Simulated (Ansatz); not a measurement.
Consider O vacancy in bixbyite In2O3, neutral cell. Method: PBE, PAW (plane waves to 420 eV; Ansatz, a quantum-chemistry and plane-wave program).

Settings: 80 host sites, the relaxed PBE lattice, one k-point at (0.250, 0.250, 0.250), smearing 0.01 eV, spin-restricted, no image-charge correction. Static, classical nuclei. The charge state is imposed; whether it is stable for some Fermi level was not computed. Forms of the defect that were not tried may lie lower.

Barriers: single points on a 2×2×2 k-point mesh shifted by half a step at the bands' geometries.

A. a nearby O atom hops onto the vacant site; the atom moves 2.53 Å along (-0.04, 0.24, 0.00) of the unit cell; the moving atom starts with neighbours In at 2.18, In at 2.19, In at 2.23, In at 2.30; O at 2.83 Å and ends with In at 2.14, In at 2.19, In at 2.29, In at 2.31 Å; saddle order not checked.
B. a nearby O atom hops onto the vacant site; the atom moves 2.65 Å along (-0.04, -0.04, 0.25) of the unit cell; the moving atom starts with neighbours 2 In at 2.18, In at 2.23, In at 2.30 Å and ends with In at 2.18, In at 2.21, In at 2.23, In at 2.28; O at 2.81 Å; saddle order not checked.
C. a nearby O atom hops onto the vacant site; the atom moves 3.36 Å along (0.23, 0.23, 0.05) of the unit cell; the moving atom starts with neighbours In at 2.17, In at 2.20, In at 2.23, In at 2.26 Å and ends with In at 2.14, In at 2.21, In at 2.23, In at 2.26 Å; saddle order not checked.
D. a nearby O atom hops onto the vacant site; the atom moves 2.79 Å along (0.18, 0.00, -0.21) of the unit cell; the moving atom starts with neighbours In at 2.11, In at 2.23, In at 2.26, In at 2.36 Å and ends with In at 2.11, In at 2.23, In at 2.26, In at 2.36 Å; saddle order not checked.

Rank these by forward barrier (lowest first), as PBE, PAW gives it.

D (0.63 eV), A (0.94 eV), B (1.22 eV), C (1.41 eV)
